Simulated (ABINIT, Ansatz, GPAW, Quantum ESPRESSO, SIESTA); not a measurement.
Code comparison for Pb (Fm-3m, 1 atom in the cell)

Self-consistent single point.

```
Pb
1.0
    0.00000     2.47500     2.47500
    2.47500     0.00000     2.47500
    2.47500     2.47500     0.00000
Pb
1
Cartesian
  0.00000   0.00000   0.00000
```

Shared settings, as Ansatz (an electronic-structure program) writes them: kpoints.mp_grid.grid = 4 4 4; scf.occupations.method = fermi_dirac; scf.occupations.width = 0.1 eV. Potentials and cutoffs stand in the table.

```csv
code,model,pressure (GPa),cutoff
ABINIT,"PBE, norm-conserving pseudopotentials (PseudoDojo nc-sr-05 PBE standard)",1.91,31 Ha
SIESTA,"GGA PBE, numerical atomic orbitals DZP, PseudoDojo PBE standard norm-conserving potentials (rewritten from UPF to PSML)",3.18,grid 400 Ry
Ansatz,"PBE, default PAW files",2.03,default
GPAW,"PBE, GPAW PAW datasets PBE (gpaw-data 1.0.1)",1.74,550 eV
Quantum ESPRESSO,"PBE, PSlibrary ultrasoft (PBE) pseudopotentials",0.86,55 Ry
```

On Ansatz's run: spin-orbit coupling is off.

The spread over the programs that give each value: pressure within 2.32 GPa.

SIESTA uses small atom-centred bases, whose incompleteness enters pressures, forces and empty levels differently from a plane-wave cutoff. Ansatz's pressure is given at a fixed set of plane waves, as the other plane-wave codes print theirs. In the pressure, SIESTA (by 1.35) lies more than 1 GPa from the median of the plane-wave programs.

On the base mesh (9 9 9) the same programs gave: Ansatz pressure 2.27 GPa; Quantum ESPRESSO pressure 1.08 GPa; ABINIT pressure 2.15 GPa; GPAW pressure 1.98 GPa; SIESTA pressure 3.65 GPa.

The starting cell has typed, rounded lattice constants, without a prior relaxation at this level.

Left out of this page: CP2K (on another mesh); Elk and FLEUR (not drawn, or without a comparable value).

Keys are those of Ansatz 0.2.
